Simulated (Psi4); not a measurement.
Psi4 1.11, unrestricted WB97X/def2-tzvp: dimethyl telluride anion (C[Te]C), charge -1, multiplicity 2, 9 atoms. The geometry is a generated start, not checked to be a minimum at this level.

| Item | Result |
|---|---|
| task | energy |
| method | wb97x |
| basis | def2-tzvp |
| memory | 3 GB |
| maxiter | 100 |
| keys of the molecule block | symmetry c1 |
| scf_type | df (default) |
| e_convergence | 1e-06 (default) |
| d_convergence | 1e-06 (default) |
| dft_radial_points | 75 (default) |
| dft_spherical_points | 302 (default) |
| effective core potentials | those of the basis set, past Kr |
| basis functions | 148 |
| grid points | 194546 |

```xyz
9

C      1.5916    -0.0970     0.0196
Te     0.0569     0.6568    -1.3221
C     -1.5929     0.1010    -0.0242
H      2.0644    -0.9693    -0.4133
H      2.3406     0.6646     0.1868
H      1.1366    -0.3642     0.9633
H     -1.2103    -0.5318     0.7658
H     -2.3427    -0.4420    -0.5880
H     -2.0441     0.9818     0.4121
```

Charge -1 and multiplicity 2 are set for this test and not shown to be the ground state.

With the defaults (guess = auto, which took SAD, damping_percentage = 0, diis = true, scf_initial_accelerator = adiis, diis_max_vecs = 10, level_shift = 0, level_shift_cutoff = 0.01) it converges in 10 SCF iterations. One run each on 2 threads, with these changes:
- level_shift = 0.1, level_shift_cutoff = 0.001
- level_shift = 0.5, level_shift_cutoff = 0.001
- damping_percentage = 60
- guess = huckel
- guess = core
- diis_max_vecs = 6
- damping_percentage = 60, diis = false, scf_initial_accelerator = none
- diis_max_vecs = 20
- guess = sap

Q: Which of these changes keep the SCF from converging, or lead it to another solution?

A: No convergence: damping_percentage = 60; damping_percentage = 60, diis = false, scf_initial_accelerator = none (the run ends without SCF convergence in 100 iterations). Another solution: guess = core (840 meV higher). The rest reach the solution of the defaults.

```tsv
setting	SCF iterations	end
the defaults	10	same solution
level_shift = 0.1, level_shift_cutoff = 0.001	10	same solution
diis_max_vecs = 20	11	same solution
level_shift = 0.5, level_shift_cutoff = 0.001	11	same solution
guess = huckel	11	same solution
diis_max_vecs = 6	11	same solution
guess = sap	16	same solution
guess = core	20	other solution, 840 meV higher
damping_percentage = 60	100	no convergence
damping_percentage = 60, diis = false, scf_initial_accelerator = none	100	no convergence
```
